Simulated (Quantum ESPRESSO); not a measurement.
## Quick settings and what they miss: Mo (Im-3m, 1 atom in the cell)

Self-consistent single point.

```yaml
crystal:
  lattice:
    - [-1.56005, 1.56005, 1.56005]
    - [1.56005, -1.56005, 1.56005]
    - [1.56005, 1.56005, -1.56005]
  atoms:
    - { symbol: Mo, position: [0.00000, 0.00000, 0.00000] }
```

Method: PBE, SSSP 1.1.2 efficiency (PBE) pseudopotentials (plane waves; Quantum ESPRESSO 7.5).

Base settings: ecutwfc = 60 Ry; occupations = smearing; smearing = cold; degauss = 0.0073499 Ry; potentials = {Mo: Mo_ONCV_PBE-1.0.oncvpsp.upf}; K_POINTS = automatic 15 15 15 0 0 0; conv_thr = 1e-09 Ry; mixing_beta = 0.3.

Tight run (finer mesh or higher cutoff; not a proven limit): ecutwfc: 60 Ry → 84 Ry; conv_thr: 1e-09 Ry → 7.3e-11 Ry; K_POINTS: automatic 15 15 15 0 0 0 → automatic 21 21 21 0 0 0. It gave Fermi level (on the code's own zero) 22.05 eV; pressure 10.72 GPa.

Quick runs, as changes from the base:
- A: the base itself
- B: ecutwfc: 60 Ry → 40 Ry; smearing: cold → mp; degauss: 0.0073499 Ry → 0.036749 Ry; conv_thr: 1e-09 Ry → 7.3e-06 Ry; pseudopotentials: {Mo: Mo_ONCV_PBE-1.0.oncvpsp.upf} → {Mo: mo_lda_v1.uspp.F.UPF}; K_POINTS: automatic 15 15 15 0 0 0 → automatic 4 4 4 1 1 1; ecutrho: default → 320 Ry [LDA (PZ)]
- C: ecutwfc: 60 Ry → 48 Ry; K_POINTS: automatic 15 15 15 0 0 0 → automatic 6 6 6 0 0 0
- D: ecutwfc: 60 Ry → 48 Ry; smearing: cold → fd; degauss: 0.0073499 Ry → 0.0147 Ry; K_POINTS: automatic 15 15 15 0 0 0 → automatic 2 2 2 0 0 0
- E: ecutwfc: 60 Ry → 42 Ry; K_POINTS: automatic 15 15 15 0 0 0 → automatic 4 4 4 0 0 0
- F: ecutwfc: 60 Ry → 42 Ry; conv_thr: 1e-09 Ry → 7.3e-05 Ry; K_POINTS: automatic 15 15 15 0 0 0 → automatic 8 8 8 0 0 0

Energies are extrapolated to zero smearing width, which holds to low order in the width alone (under cold and Methfessel-Paxton smearing the free energy itself is taken).

Dashes: energy of B, another energy zero; pressure of B, F, not trusted under this conv_thr with d or f elements.

† marks runs with another functional, U, potentials or spin treatment: their distance from the tight run is not a convergence error alone.

The count of work is k-points × plane waves × bands × iterations; it is no time. 

The starting cell comes from a database of computed structures (which also holds hypothetical and non-ambient phases and stackings), without a prior relaxation at this level. Its lattice was rescaled by a random factor within 2.5 % of one. Spin polarisation is off. In the base run, with a pressure of about 11 GPa the cell is away from its equilibrium volume at this level.

```
run  energy less tight (meV/atom)  pressure less tight (GPa)  count of work / tight
---  ----------------------------  -------------------------  ---------------------
A                             4.1                       0.40                   0.25
B†                              –                          –                 0.0039
C                           -51.0                       0.00                  0.022
D                          1155.9                       8.74                 0.0052
E                            40.7                       0.90                 0.0089
F                            28.0                          –                  0.020
```

Among the runs at the tight run's level, the energy misses run from 4.1 to 1155.9 meV/atom.
